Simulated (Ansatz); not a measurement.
How far PBE and r2SCAN part for ZrB2

Base system: ZrB$_{2}$ (space group P6/mmm, No. 191; a = 3.171 Å, c = 3.541 Å).

(Cell as relaxed with PBE.)

Levels (all Ansatz, a quantum-chemistry and plane-wave program, PAW): PBE (420 eV, no spin-orbit coupling); r2SCAN (500 eV, scalar-relativistic without spin-orbit coupling).

Each level relaxes its own structure.

```
quantity                  PBE  r2SCAN
-------------------  --------  ------
volume per atom      10.28 Å³       ?
lattice parameter a   3.171 Å       ?
lattice parameter c   3.541 Å       ?
band gap                 zero       ?
```

Task: Predict the r2SCAN column.

Result: 
- volume per atom, r2SCAN: 10.28 Å³
- lattice parameter a, r2SCAN: 3.168 Å
- lattice parameter c, r2SCAN: 3.550 Å
- band gap, r2SCAN: zero

PBE's lattice parameter a lies 0.0037 Å above r2SCAN's (0.1 %); PBE's lattice parameter c lies 0.009 Å below r2SCAN's (0.3 %); the two agree on the volume per atom and band gap. Neither level is exact; r2SCAN is the comparison here, not a measurement.

Whether these cells are dynamically stable was not tested. The final runs are not spin-polarised.
